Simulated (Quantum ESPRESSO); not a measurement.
Input and output of a self-consistent single point for Rh (Fm-3m, 1 atom in the cell) (Quantum ESPRESSO).

Computed with PBE, PSlibrary ultrasoft (PBE) pseudopotentials (plane waves; Quantum ESPRESSO).

```
Rh
1.0
    0.00000     1.90950     1.90950
    1.90950     0.00000     1.90950
    1.90950     1.90950     0.00000
Rh
1
Cartesian
  0.00000   0.00000   0.00000
```

Reference input (self-consistent single point, DFT, PBE, plane waves, PSlibrary ultrasoft (PBE) pseudopotentials): ecutwfc = 60 Ry; ecutrho = 420 Ry; occupations = smearing; smearing = fermi-dirac; degauss = 0.0073499 Ry; potentials = {Rh: Rh.pbe-spn-rrkjus_psl.1.0.0.UPF}; K_POINTS = automatic 15 15 15 0 0 0; conv_thr = 1e-10 Ry. This run's input differs from it in these lines:

```diff
@@ -16,3 +16,3 @@
     smearing = 'fermi-dirac'
-    degauss = 0.0073499
+    degauss = 0.02205
 /
@@ -26,3 +26,3 @@
 K_POINTS automatic
-15 15 15  0 0 0
+24 24 24  0 0 0
 CELL_PARAMETERS bohr
```

The program printed (abridged):

```
     Self-consistent Calculation

     iteration #  1     ecut=    60.00 Ry     beta= 0.70

---- Real-time Memory Report at c_bands before calling an iterative solver
           112 MiB given to the printing process from OS
            77 MiB allocation reported by mallinfo(arena+hblkhd)
------------------

     Threshold (ethr) on eigenvalues was too large:
     Diagonalizing with lowered threshold

---- Real-time Memory Report at c_bands before calling an iterative solver
           151 MiB given to the printing process from OS
            80 MiB allocation reported by mallinfo(arena+hblkhd)
------------------

   [... lines left out ...]

---- Real-time Memory Report at c_bands before calling an iterative solver
           156 MiB given to the printing process from OS
            84 MiB allocation reported by mallinfo(arena+hblkhd)
------------------

     total energy              =    -226.48143765 Ry
     estimated scf accuracy    <          7.1E-09 Ry

     iteration #  6     ecut=    60.00 Ry     beta= 0.70

---- Real-time Memory Report at c_bands before calling an iterative solver
           156 MiB given to the printing process from OS
            84 MiB allocation reported by mallinfo(arena+hblkhd)
------------------
     End of self-consistent calculation

     the Fermi energy is    22.3418 ev

!    total energy              =    -226.48143765 Ry
     estimated scf accuracy    <          5.1E-11 Ry
     smearing contrib. (-TS)   =      -0.02972052 Ry
     internal energy E=F+TS    =    -226.45171713 Ry

     convergence has been achieved in   6 iterations

     Forces acting on atoms (cartesian axes, Ry/au):

     atom    1 type  1   force =     0.00000000    0.00000000    0.00000000

     Total force =     0.000000     Total SCF correction =     0.000000

          total   stress  (Ry/bohr**3)                   (kbar)     P=       53.16
   0.00036137   0.00000000   0.00000000           53.16        0.00        0.00
   0.00000000   0.00036137   0.00000000            0.00       53.16        0.00
   0.00000000   0.00000000   0.00036137            0.00        0.00       53.16

   JOB DONE.
```

The run converged in 6 iterations. Against the reference run the free energy falls by 184 meV/atom and the pressure goes from 1.84 to 5.32 GPa.

The starting cell has typed, rounded lattice constants, without a prior relaxation at this level. Its lattice was rescaled by up to half a per cent. Spin polarisation is off. With a pressure of about 5 GPa the cell is away from its equilibrium volume at this level.

Cost on one core of a shared machine: roughly 50 s.
